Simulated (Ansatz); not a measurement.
AgInTe2 (model structure, started from the chalcopyrite type, I-42d, No. 122, 8 atoms in the cell)

These are PBEsol (Ansatz, an electronic-structure program, PAW) values and carry that method's errors.

Numerical settings: plane-wave cutoff 520 eV, 8×8×8 k mesh, Fermi–Dirac smearing 0.01 eV, no spin polarisation, scalar-relativistic PAW data made under PBE.

Cell (relaxed at this level):

```
AgInTe2
1.0
   -3.21578     3.21578     6.38279
    3.21578    -3.21578     6.38279
    3.21578     3.21578    -6.38279
Ag In Te
2 2 4
Direct
  0.75000   0.25000   0.50000
  0.00000   0.00000   0.00000
  0.25000   0.75000   0.50000
  0.50000   0.50000   0.00000
  0.11627   0.12500   0.49127
  0.63373   0.62500   0.50873
  0.37500   0.88373   0.00873
  0.87500   0.36627   0.99127
```

For AgInTe2 (model structure, started from the chalcopyrite type, I-42d, No. 122, 8 atoms in the cell), the band gap comes out as 0.08 eV (on the SCF k mesh). The bulk modulus is 44.7 GPa.

Note: the bulk modulus is −V dP/dV from two relaxed cells at ±2 % in volume.

Spin–orbit coupling is not included; it can close the smallest gap of 0.08 eV.

Computed values are for the static lattice.

It cost very roughly 12 core-minutes of CPU time.

A model structure was made by putting elements into a prototype or built by hand; here it ended with the formula and space group of a phase in our tables.
